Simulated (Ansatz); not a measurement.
GaN (model structure, started from the NiAs type, P6₃/mmc, No. 194, 4 atoms in the cell) was calculated with HSE06 in Ansatz (plane waves, PAW).

Settings: plane-wave cutoff 520 eV, 12×12×6 k mesh (along the axes of the cell as run), finite displacements, scalar-relativistic PAW data made under PBE.

Computed at the level's own relaxed cell.

```
CELL_PARAMETERS angstrom
      2.95882     0.00000     0.00000
     -1.47941     2.56241     0.00000
      0.00000     0.00000     5.03431
ATOMIC_POSITIONS crystal
  Ga 0.00000 0.00000 0.00000
  Ga 0.00000 0.00000 0.50000
  N  0.33333 0.66667 0.25000
  N  0.66667 0.33333 0.75000
```

Harmonic phonon frequencies (cm⁻¹; i marks an imaginary mode; at Γ without the LO shift):

```json
[
 {"q point": "Γ", "frequencies": "9i 9i 0 0 0 220 317 317 417 417 436 647"},
 {"q point": "M", "frequencies": "64 125 144 211 306 328 346 358 485 503 618 655"},
 {"q point": "A", "frequencies": "22 22 22 22 297 297 370 370 370 370 662 662"}
]
```

A model structure was made by putting elements into a prototype or built by hand; it is no filed structure, need not be a known phase, and can be a saddle point held by its symmetry.

Ansatz is a program for electronic structure.
